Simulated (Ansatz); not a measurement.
Structures of equal composition on the (0001) surface of 4H silicon carbide (Si plane on top): (√3x√3)R30° In adatom at H3; (√3x√3)R30° In adatom at T4. The slabs share one bottom face, and each structure is named by its start. These are constructed structures in small cells; real faces may alloy, dewet or reconstruct in larger ones, and not all known structures of the face are among them. Slabs of about 10 Å with all that they carry, Fermi-Dirac smearing of 0.025 eV. Bottom of the slabs: H caps. Relaxed from the named starts with such symmetry as they have, on meshes of like density; energies extrapolated to zero smearing; no spin-orbit coupling, no U. Spin-polarised runs, if any, are marked in brackets, and their order is one that fits the cell; the others ran without spin. Where a second, spin-polarised start was run, the lower counts.

Host crystal: 4H silicon carbide, with a band gap (PBE, scalar-relativistic without spin-orbit coupling).

All values below come from HSE06, at the PBE geometry (plane waves to 420 eV, PAW; Ansatz, an electronic-structure program).

Problem. Order them by energy per 1x1 cell (lowest first) at the level HSE06, at the PBE geometry.

Solution. (√3x√3)R30° In adatom at T4 (0.000 eV), (√3x√3)R30° In adatom at H3 (0.135 eV)
